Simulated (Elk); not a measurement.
Worked example: self-consistent single point of YPd3 (Pm-3m, 4 atoms in the cell) in Elk.

Method: LDA (PW92), all-electron FP-LAPW, Elk's shipped species files, default APW+lo basis run with Elk.

```yaml
crystal:
  lattice:
    - [4.09992, 0.00000, 0.00000]
    - [0.00000, 4.09992, 0.00000]
    - [0.00000, 0.00000, 4.09992]
  atoms:
    - { symbol: Y, position: [0.00000, 0.00000, 0.00000] }
    - { symbol: Pd, position: [0.50000, 0.50000, 0.00000] }
    - { symbol: Pd, position: [0.00000, 0.50000, 0.50000] }
    - { symbol: Pd, position: [0.50000, 0.00000, 0.50000] }
```

Reference input (self-consistent single point, DFT, PBEsol, all-electron FP-LAPW, Elk's shipped species files, default APW+lo basis): xctype = 22; stype = 0; swidth = 0.00999582 Ha; ngridk = 7 7 7; rmtscf = 0.99; maxscl = 100. This run's input differs from it in these lines:

```diff
@@ -2,5 +2,2 @@
   0
-
-xctype
-  22
```

The program printed (abridged):

```
│ Self-consistent loop started │
│ Loop number : 1 │
 total energy                :     -18445.2973732
│ Loop number : 2 │
 total energy                :     -18449.2965644
RMS change in Kohn-Sham potential (target) :   0.6313008389     (  0.1000000000E-05)
Absolute change in total energy (target)   :    3.999191207     (  0.1000000000E-03)
│ Loop number : 3 │
 total energy                :     -18488.0749855
RMS change in Kohn-Sham potential (target) :   0.2782959381     (  0.1000000000E-05)
Absolute change in total energy (target)   :    39.77821885     (  0.1000000000E-03)
│ Loop number : 4 │
   [... lines left out ...]
Absolute change in total energy (target)   :   0.3798966791E-03 (  0.1000000000E-03)
│ Loop number : 16 │
 total energy                :     -18509.0404319
RMS change in Kohn-Sham potential (target) :   0.2078979024E-06 (  0.1000000000E-05)
Absolute change in total energy (target)   :   0.1267962762E-03 (  0.1000000000E-03)
│ Loop number : 17 │
 total energy                :     -18509.0404530
RMS change in Kohn-Sham potential (target) :   0.2940137543E-07 (  0.1000000000E-05)
Absolute change in total energy (target)   :   0.5271903137E-04 (  0.1000000000E-03)
Convergence targets achieved

│ Loop number : 18 │

Energies :
 Fermi                       :     0.273916379228
 total energy                :     -18509.0404502

Density of states at Fermi energy :    42.26792301
 (states/Hartree/unit cell)

Estimated indirect band gap :   0.2151072780E-02
 from k-point     18 to k-point      8
Estimated direct band gap   :   0.9942241935E-02
 at k-point      3

Charges :
 core                        :    112.0000000
 valence                     :    65.00000000
 interstitial                :    4.835231712
 muffin-tins (core leakage)
  species :    1 (Y)
   atom    1                 :    36.89508937     (  0.1084857588E-04)
  species :    2 (Pd)
   atom    1                 :    45.08989297     (  0.4787096941E-08)
   atom    2                 :    45.08989297     (  0.4787096941E-08)
   atom    3                 :    45.08989297     (  0.4787096941E-08)
 total in muffin-tins        :    172.1647683
 total calculated charge     :    177.0235725
 total charge                :    177.0000000
 error                       :   0.2357247664E-01

│ Self-consistent loop stopped │
```

The run converged in 18 iterations. The count includes the last loop, which Elk runs after its targets are met. 

The starting cell comes from a database of computed structures (which also holds hypothetical and non-ambient phases and stackings), without a prior relaxation at this level. Spin polarisation is off. Values depend on the basis (sphere radii, cutoffs, local orbitals), which need not be converged. The log's line on a gap gives a spacing of levels on this mesh, which the program prints for metals too.
